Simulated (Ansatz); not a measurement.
# BAs (model structure, Pm-3m, No. 221, 2 atoms in the cell): properties by level of theory

```json
[
 {"level (code)": "LDA (Ansatz)", "lattice parameter a (Å)": "2.884", "cohesive energy (eV/atom)": "4.06"},
 {"level (code)": "PBE (Ansatz)", "lattice parameter a (Å)": "…", "cohesive energy (eV/atom)": "3.09"},
 {"level (code)": "PBEsol (Ansatz)", "lattice parameter a (Å)": "…", "cohesive energy (eV/atom)": "…"},
 {"level (code)": "PBE-D3(BJ) (Ansatz)", "lattice parameter a (Å)": "2.894", "cohesive energy (eV/atom)": "3.45"},
 {"level (code)": "r²SCAN (Ansatz)", "lattice parameter a (Å)": "2.934", "cohesive energy (eV/atom)": "…"},
 {"level (code)": "r²SCAN+rVV10 (Ansatz)", "lattice parameter a (Å)": "…", "cohesive energy (eV/atom)": "…"}
]
```

Q: Complete the blanks.

A: 
- PBE (Ansatz, a first-principles code), lattice parameter a (Å): 2.937
- PBEsol (Ansatz), lattice parameter a (Å): 2.900
- PBEsol (Ansatz), cohesive energy (eV/atom): 3.60
- r²SCAN (Ansatz), cohesive energy (eV/atom): 2.83
- r²SCAN+rVV10 (Ansatz), lattice parameter a (Å): 2.926
- r²SCAN+rVV10 (Ansatz), cohesive energy (eV/atom): 3.03

Ansatz's density-functional and Hartree–Fock values are scalar-relativistic unless marked +SOC, with PAW data made under PBE.

Free atoms are spin-polarised, in the lowest state found; at levels without +SOC their spin–orbit coupling is left out.

The computed numbers hold no vibrational or temperature effects.

A model structure was made by putting elements into a prototype or built by hand; it is no filed structure, need not be a known phase, and can be a saddle point held by its symmetry.
